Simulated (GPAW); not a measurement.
GPAW run on I (Cmce, 4 atoms in the cell): self-consistent single point.

Level of theory: PBE, GPAW PAW datasets PBE (gpaw-data 1.0.1) (plane waves; GPAW).

```
CELL_PARAMETERS angstrom
      2.39500    -3.63500     0.00000
      2.39500     3.63500     0.00000
      0.00000     0.00000     9.79000
ATOMIC_POSITIONS crystal
  I  0.84600 0.84600 0.88300
  I  0.65400 0.65400 0.38300
  I  0.34600 0.34600 0.61700
  I  0.15400 0.15400 0.11700
```

Reference input (self-consistent single point, DFT PBE, plane waves, GPAW PAW datasets PBE (gpaw-data 1.0.1)): mode = pw; ecut = 600 eV; xc = PBE; kpts = 3 3 2; mesh shift (steps) = 0 0 0; occupations.name = fermi-dirac; occupations.width = 0.02 eV; nbands = -4; convergence.density = 1e-05 e/electron; convergence.bands = -2; symmetry.symmorphic = false; symmetry.tolerance = 0.0005. This run's input differs from it in these lines:

```diff
@@ -16,3 +16,3 @@
             xc='PBE',
-            kpts={'size': (3, 3, 2), 'gamma': True},
+            kpts={'size': (6, 6, 3), 'gamma': True},
             occupations=FermiDirac(0.02),
```

Log, with long lists cut:

```
     iter     time        total  log10-change:
                         energy   eigst   dens
iter:   1 --:--:--    -6.053420   -0.60
iter:   2 --:--:--    -6.026680   -2.03  -1.11
iter:   3 --:--:--    -5.795870   -2.29  -1.14
iter:   4 --:--:--    -5.792048   -2.88  -1.64
iter:   5 --:--:--    -5.787446c  -3.25  -2.03
iter:   6 --:--:--    -5.788454c  -3.45  -2.21
iter:   7 --:--:--    -5.784331c  -4.03  -2.16
iter:   8 --:--:--    -5.784323c  -4.88  -2.97
iter:   9 --:--:--    -5.784256c  -5.18  -3.01
iter:  10 --:--:--    -5.784219c  -6.05  -3.17
iter:  11 --:--:--    -5.784221c  -6.82  -3.90
iter:  12 --:--:--    -5.784219c  -7.43c -3.82
iter:  13 --:--:--    -5.784219c  -8.29c -4.04
iter:  14 --:--:--    -5.784220c  -8.58c -4.12
iter:  15 --:--:--    -5.784220c  -7.72c -4.17
iter:  16 --:--:--    -5.784219c  -8.26c -4.21
iter:  17 --:--:--    -5.784219c  -9.27c -4.44
iter:  18 --:--:--    -5.784219c  -9.73c -4.49
iter:  19 --:--:--    -5.784219c  -8.83c -4.56
iter:  20 --:--:--    -5.784219c  -9.36c -4.89
iter:  21 --:--:--    -5.784219c -10.92c -5.24c
Converged after 21 iterations.

Dipole moment: (-0.000000, 0.000000, -0.000000) |e|*Ang

Energy contributions relative to reference atoms: (reference = -774163.182665)

Kinetic:        +10.904085
Potential:       -9.405030
External:        +0.000000
XC:              -7.265447
Entropy (-ST):   -0.000000
Local:           -0.017828
SIC:             +0.000000
--------------------------
Free energy:     -5.784219
Extrapolated:    -5.784219

Showing only first 2 kpts
 Kpt  Band  Eigenvalues  Occupancy
  0    12      2.31217    2.00000
  0    13      2.38427    2.00000
  0    14      3.70930    0.00000
  0    15      4.47441    0.00000

  1    12      2.33309    2.00000
  1    13      2.36886    2.00000
  1    14      3.76537    0.00000
  1    15      4.14725    0.00000

Fermi level: 3.09483

Gap: 1.207 eV
Transition (v -> c):
   [... lines left out ...]
Direct gap: 1.325 eV
   [... lines left out ...]
Energy (eV): -5.784219

Forces in eV/Ang:
  0 I    -0.25031    0.00000   -0.53898
  1 I     0.25031    0.00000   -0.53898
  2 I    -0.25031    0.00000    0.53898
  3 I     0.25031    0.00000    0.53898

Stress tensor:
    -0.005188     0.000000     0.000000
     0.000000    -0.008187     0.000000
     0.000000     0.000000    -0.009949
Stress (GPa, Voigt): [-0.8311 -1.3116 -1.594   0.      0.      0.    ]
```

The run converged in 21 iterations. GPAW prints stress with tension positive. Against the reference run the free energy rises by 2.0 meV/atom, the pressure hardly changes (1.23 to 1.25 GPa), the largest force goes from 0.604 to 0.594 eV/Å and the gap on the mesh goes from 1.255 to 1.207 eV.

The starting cell has typed, rounded lattice constants, without a prior relaxation at this level. Spin-orbit coupling is off.
